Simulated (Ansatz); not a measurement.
Results of r²SCAN in Ansatz (plane waves, PAW) for MgInGaO4 (model structure, started from the InGaZnO4 type, R3m, No. 160, 7 atoms in the cell).

Numerical settings: plane-wave cutoff 560 eV, 12×12×12 k mesh, Fermi–Dirac smearing 0.01 eV, scalar-relativistic PAW data made under PBE.

Cell (relaxed at this level):

```
CELL_PARAMETERS angstrom
      1.66827     0.96318     8.42617
     -1.66827     0.96318     8.42617
      0.00000    -1.92636     8.42617
ATOMIC_POSITIONS crystal
  In 0.99801 0.99801 0.99801
  Ga 0.21232 0.21232 0.21232
  Mg 0.78440 0.78440 0.78440
  O  0.13512 0.13512 0.13512
  O  0.87613 0.87613 0.87613
  O  0.28842 0.28842 0.28842
  O  0.70560 0.70560 0.70560
```

Question: What does this level give for the band gap and smallest direct gap on the k points sampled?

Answer: 
band gap: 2.76 eV
smallest direct gap on the k points sampled: 2.89 eV

Note: the relaxation could raise the start's symmetry but not lower it, so the cell can be a saddle point.

Spin–orbit coupling is not included.

The computed numbers hold no vibrational or temperature effects.

Cost on a shared machine: around 3 core-minutes (rough).

A model structure was made by putting elements into a prototype or built by hand; it is no filed structure, need not be a known phase, and can be a saddle point held by its symmetry.

Ansatz is a quantum-chemistry and plane-wave program.
